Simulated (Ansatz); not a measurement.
Data:

```xyz
2
Lattice="0.0000 2.5799 2.5799 2.5799 0.0000 2.5799 2.5799 2.5799 0.0000" Properties=species:S:1:pos:R:3 pbc="T T T"
O      0.0000     0.0000     0.0000
Sr     2.5799     2.5799     2.5799
```

No spin polarisation.

Level of theory: r2SCAN, PAW, 500 eV (Ansatz, a first-principles code; scalar-relativistic without spin-orbit coupling). k-mesh 11×11×11 (Γ-centred); smearing 0.05 eV (Fermi–Dirac).

Question: Predict the space group.

Answer: Fm-3m (No. 225).

Question: What is the computed band gap?

Answer: 3.80 eV.

Whether these cells are dynamically stable was not tested. The cell was made from CaO by this change: Ca → Sr.
